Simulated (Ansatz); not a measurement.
The parent structure is SiC in the zinc blende structure (space group F-43m, No. 216; a = 4.3563 Å).

Modification: a hydrostatic pressure of 30 GPa.

Levels (all Ansatz, a first-principles code, PAW): r2SCAN (500 eV, scalar-relativistic without spin-orbit coupling); HSE06 (420 eV, no SOC).

The geometry is relaxed with r2SCAN.

* **r2SCAN lowest conduction level above the VBM at special points**: X 1.63 eV; K 3.66 eV; U 3.66 eV; Γ 8.17 eV

Q: How does going to HSE06 change the lowest conduction level above the VBM at special points?

A: The lowest conduction level above the VBM at special points changes from X 1.63 eV; K 3.66 eV; U 3.66 eV; Γ 8.17 eV to X 2.15 eV; K 4.22 eV; U 4.22 eV; Γ 8.88 eV.

Single points use the geometry relaxed with r2SCAN. Their cutoffs differ, which shifts pressures a little. HSE06 was sampled on its mesh, a few special points and the semilocal edge points, so its gap is an upper bound. The levels and masses belong to the bands next to the band gap. Load acts through the strain it causes; cell and atoms are relaxed under it. Whether these cells are dynamically stable was not tested. Competing high-pressure phases were not computed.
